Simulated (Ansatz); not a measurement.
The parent structure is SnSe₂ in the 2H-MoS2 type structure (space group P6_3/mmc, No. 194; a = 3.769 Å, c = 11.291 Å; a hypothetical phase, not in the database extracts checked; layered, stacked along the Cartesian z axis).

The values are results of PBEsol-D3(BJ)/PAW in Ansatz (a first-principles code), no SOC, earlier PAW set, not measurements.

For the base:

The In-plane lattice parameter a is 3.769 Å. The shortest interatomic distance is 2.779 Å. The band gap is zero.

One thing is altered: a free-standing slab of 1 layer (3 atoms, 3 a layer) is cut normal to the stacking axis, with 15 Å of vacuum and the in-plane cell relaxed.

Problem. Estimate the effect on the excess energy per area of both faces.

Solution. The excess energy per area of both faces (slab less bulk energy over the cell's area: twice a surface energy) is 0.98 J/m² (uncertain by up to 0.04 J/m²).

Problem. What happens to the in-plane lattice parameter a?

Solution. The in-plane lattice parameter a drops by 0.072 Å to 3.697 Å.

Problem. Predict the new shortest interatomic distance.

Solution. The shortest interatomic distance shrinks by 0.043 Å to 2.736 Å.

Problem. What does the calculation give for the thickness between the outermost nuclei after the change?

Solution. The thickness between the outermost nuclei is 3.42 Å.

Problem. Estimate the effect on the band gap.

Solution. The band gap stays zero.

Slab and bulk use different k-meshes, which limits the precision of the excess energy. No phonon test of stability was made. All final runs are without spin polarisation. A zero or small gap of SnSe2 can be the functional's error rather than a property of the material.
